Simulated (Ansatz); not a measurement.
Base system: SnO$_{2}$ in the rutile structure (space group P4_2/mnm, No. 136; a = 4.7585 Å, c = 3.2001 Å). Axes: x, y, z lie along a, b, c of the conventional cell.

Perturbation: uniaxial stress, 0.5 GPa compression along z; all other stress components relax to zero.

Level of theory: r2SCAN (Ansatz, a program for electronic structure), spin-orbit coupling left out, earlier PAW set.

Base, band edges from the VBM (valence, conduction): A -0.85, 5.53; M -0.92, 5.46; R -0.67, 7.16; X -0.62, 5.01; Z -1.26, 6.88; Γ 0.00, 1.79 eV.

**Question.** Give the band edges at the high-symmetry points of the new zone, measured from its valence-band maximum.

**Answer.** 
```json
[
 {"point": "Γ", "valence edge (eV)": "0.00", "conduction edge (eV)": "1.80"},
 {"point": "X", "valence edge (eV)": "-0.62", "conduction edge (eV)": "5.02"},
 {"point": "M", "valence edge (eV)": "-0.92", "conduction edge (eV)": "5.47"},
 {"point": "Z", "valence edge (eV)": "-1.26", "conduction edge (eV)": "6.89"},
 {"point": "R", "valence edge (eV)": "-0.68", "conduction edge (eV)": "7.16"},
 {"point": "A", "valence edge (eV)": "-0.85", "conduction edge (eV)": "5.53"}
]
```

The gap is 1.80 eV, direct at Γ.

Load acts through the strain it causes; cell and atoms are relaxed under it. Gaps are read on the SCF mesh and a high-symmetry path. Beyond what the load breaks, stability against distortions was not tested.
